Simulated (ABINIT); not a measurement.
Band structure of Pd (Fm-3m, 1 atom in the cell).

```
CELL_PARAMETERS angstrom
      0.00000     1.99195     1.99195
      1.99195     0.00000     1.99195
      1.99195     1.99195     0.00000
ATOMIC_POSITIONS crystal
  Pd 0.00000 0.00000 0.00000
```
Moments meant for the start (each program seeds them in its own way; μB, in the order of the atoms Pd): 1.0.

Level of theory: PBE, PAW (JTH v2.0 PBE PAW) (plane waves; ABINIT).

Settings: pseudos = [Pd.GGA_PBE-JTH.xml]; ecut = 653 eV; pawecutdg = 1306 eV; pawxcdev = 0; ixc = 11; nsppol = 2; occopt = 7; tsmear = 0.272 eV; ngkpt = 10 10 10; nshiftk = 1; shiftk = 0 0 0; potentials = JTH v2.0 PBE PAW; kptopt = 1.

The starting cell comes from a database of computed structures (which also holds hypothetical and non-ambient phases and stackings), without a prior relaxation at this level. Its lattice was rescaled by a random factor within 2.5 % of one. The starting moments vanished: the run ended non-magnetic.

Levels in eV from the Fermi level, bands 6 to 13 of the first spin channel:
```
point      6      7      8      9     10     11     12     13
-----  -----  -----  -----  -----  -----  -----  -----  -----
Γ      -2.59  -2.59  -2.59  -1.15  -1.15  16.99  21.39  21.39
X      -4.64  -0.10   0.21   0.21   3.34   9.94  12.76  12.76
W      -3.07  -3.07  -1.23   0.21   8.48   8.48   9.68  11.01
K      -3.77  -1.79  -0.90  -0.19   6.76   7.68  10.11  15.26
L      -2.63  -2.63  -0.08  -0.08   1.15   6.70  16.34  20.31
U      -3.77  -1.79  -0.90  -0.19   6.76   7.68  10.11  15.26
```

Bands cross the Fermi level along this path, so the cell is metallic at this level.

The net moment of the cell came out as 0.00 μB.
